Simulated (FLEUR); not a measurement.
# Parameter sweep on SrMg3 (Pm-3m, 4 atoms in the cell)

```
CELL_PARAMETERS angstrom
      4.94302     0.00000     0.00000
      0.00000     4.94302     0.00000
      0.00000     0.00000     4.94302
ATOMIC_POSITIONS crystal
  Sr 0.00000 0.00000 0.00000
  Mg 0.50000 0.50000 0.00000
  Mg 0.00000 0.50000 0.50000
  Mg 0.50000 0.00000 0.50000
```

Base run A: LDA (Vosko-Wilk-Nusair), all-electron FLAPW (FLEUR), scalar-relativistic valence in FLEUR, self-consistent single point.

Its settings: Kmax = 3.8 1/bohr; GmaxXC = 15.2 1/bohr; xcFunctional = vwn; jspins = 1; l_soc = F; mode = hist; fermiSmearingEnergy = 0.00183747 Htr; mesh (inpgen div1-3) = 5 5 5; inpgen gamma flag = false; Gmax = 15.2 1/bohr; numbands = 0; maxIterBroyd = 15; imix = Anderson; alpha = 0.05; precondParam = 0; minDistance = 1e-05 me/bohr^3; ctail = T; kcrel = 0; coretail_lmax = 0; theta = 0.

The starting cell comes from a database of computed structures (which also holds hypothetical and non-ambient phases and stackings), without a prior relaxation at this level. Its lattice was rescaled by a random factor within 2.5 % of one. Values depend on the basis (sphere radii, cutoffs, local orbitals), which need not be converged.

ΔF is the free energy per atom less that of run A. 

```csv
run,change,ΔF (meV/atom),basis size
A,base,0.00,772
B,lattice scaled by 0.97,-10.4,739
C,lattice scaled by 0.97; Kmax: 3.8 1/bohr → 2.94 1/bohr; Gmax: 15.2 1/bohr → 11.8 1/bohr; GmaxXC: 15.2 1/bohr → 11.8 1/bohr,-0.80,324
D,lattice scaled by 0.985,-10.2,739
E,lattice scaled by 0.985; Kmax: 3.8 1/bohr → 2.94 1/bohr; Gmax: 15.2 1/bohr → 11.8 1/bohr; GmaxXC: 15.2 1/bohr → 11.8 1/bohr,-0.82,343
F,lattice scaled by 1.015,18.8,800
G,lattice scaled by 1.015; Kmax: 3.8 1/bohr → 2.94 1/bohr; Gmax: 15.2 1/bohr → 11.8 1/bohr; GmaxXC: 15.2 1/bohr → 11.8 1/bohr,28.2,373
H,lattice scaled by 1.03,45.2,835
I,lattice scaled by 1.03; Kmax: 3.8 1/bohr → 2.94 1/bohr; Gmax: 15.2 1/bohr → 11.8 1/bohr; GmaxXC: 15.2 1/bohr → 11.8 1/bohr,54.6,397
J,Kmax: 3.8 1/bohr → 2.94 1/bohr; Gmax: 15.2 1/bohr → 11.8 1/bohr; GmaxXC: 15.2 1/bohr → 11.8 1/bohr,9.6,365
```

Run H against A: The free energy rises by 45.2 meV/atom.

Run D against A: The free energy falls by 10.2 meV/atom.
